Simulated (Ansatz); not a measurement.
Levels about the gap of amorphous Hf$_{10}$Si$_{10}$O$_{31}$N$_{6}$ (57 atoms in a cell of 835 Å³, 5.26 g/cm³; zone centre alone, so wide bands show as single levels with stretches between that a denser mesh fills), at the geometry that PBE relaxed, where it gives 0.0 GPa on a denser mesh. Exact exchange is cut at the faces of this small cell, which leaves a finite-size error. The participation number counts the atoms over which a state spreads; weights are charges in smoothed Voronoi cells. The levels come from a single point, so bond lengths are those of that geometry. Method of the levels: HSE06, scalar-relativistic without spin-orbit coupling (Ansatz, a first-principles code). Sampling: the zone centre alone; Fermi-Dirac width 0.02 eV; no spin polarisation.

The cell was made by melting and quenching with the CHGNet potential and then relaxed with DFT. O and N atoms were pushed apart under 1.9 Å during the dynamics, to hinder bonds among them. The hot cell started wider than the set density and was brought back towards it in steps. It is the lowest in DFT energy of 2 quenches. It is a model cell: composition and starting density were chosen by hand, and all elements were melted together. No dispersion term was used. Its density started from a set value of 5.52 and ended at 5.26 g/cm³. The quench (nominally 600 K/ps over its main leg) was far faster than any real one, so the model tends to hold more defects than a real film. Values belong to this one cell and scatter from quench to quench. Volume and shape were free in the relaxation.

| E - E(highest filled), eV | filling | participation number | largest on | weight N | weight Hf | weight O | weight Si |
|---|---|---|---|---|---|---|---|
| -1.17 | filled | 13.2 | N, 3 neighbours | 0.51 | 0.06 | 0.38 | 0.05 |
| -1.06 | filled | 12.3 | N, 3 neighbours | 0.38 | 0.09 | 0.50 | 0.02 |
| -0.66 | filled | 8.0 | N, 3 neighbours | 0.62 | 0.04 | 0.28 | 0.06 |
| -0.59 | filled | 3.3 | N, 3 neighbours | 0.59 | 0.07 | 0.30 | 0.03 |
| -0.57 | filled | 7.3 | N, 3 neighbours | 0.63 | 0.04 | 0.27 | 0.05 |
| -0.23 | filled | 6.1 | N, 3 neighbours | 0.68 | 0.08 | 0.22 | 0.02 |
| 0.00 | filled | 6.3 | N, 3 neighbours | 0.75 | 0.06 | 0.16 | 0.04 |
| 4.86 | empty | 32.7 | Hf, 4 neighbours | 0.08 | 0.37 | 0.50 | 0.05 |
| 5.21 | empty | 15.9 | Hf, 4 neighbours | 0.12 | 0.60 | 0.24 | 0.04 |
| 5.30 | empty | 13.6 | Hf, 5 neighbours | 0.10 | 0.59 | 0.27 | 0.05 |
| 5.47 | empty | 12.5 | Hf, 5 neighbours | 0.06 | 0.55 | 0.32 | 0.06 |
| 5.54 | empty | 14.4 | Hf, 6 neighbours | 0.03 | 0.59 | 0.35 | 0.03 |
| 5.57 | empty | 14.3 | Hf, 6 neighbours | 0.05 | 0.60 | 0.32 | 0.03 |
| 5.64 | empty | 14.9 | Hf, 5 neighbours | 0.06 | 0.60 | 0.30 | 0.04 |

Most localised among these is the filled level at -0.59 eV, on a N atom, which has 3 neighbours (Si 1.71 Å, Hf 2.05 Å, Hf 2.08 Å).
